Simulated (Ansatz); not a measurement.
```yaml
crystal:
  lattice:
    - [0.00000, 3.08754, 2.61364]
    - [3.08754, 0.00000, 2.61364]
    - [3.08754, 3.08754, 0.00000]
  atoms:
    - { symbol: P, position: [0.75000, 0.75000, 0.75000] }
    - { symbol: In, position: [0.00000, 0.00000, 0.00000] }
```

No spin polarisation.

The values are results of r2SCAN (Ansatz, a program for electronic structure, PAW, no spin-orbit coupling), earlier PAW set, not measurements. k-mesh 10×10×10 (Γ-centred); smearing 0.05 eV (Fermi–Dirac).

**Question.** What is the computed space group?

**Answer.** I-4m2 (No. 119).

**Question.** Predict the band gap.

**Answer.** 0.71 eV.

**Question.** Estimate the hole mass.

**Answer.** 0.061 mₑ along z, 0.42 mₑ across (at Γ).

Load acts through the strain it causes; cell and atoms are relaxed under it. Effective masses come from finite differences of ±0.01 Å⁻¹. Beyond what the load breaks, stability against distortions was not tested. The cell was made from InP in the zinc blende structure (space group F-43m, No. 216) by this change: uniaxial stress, 5 GPa compression along z.
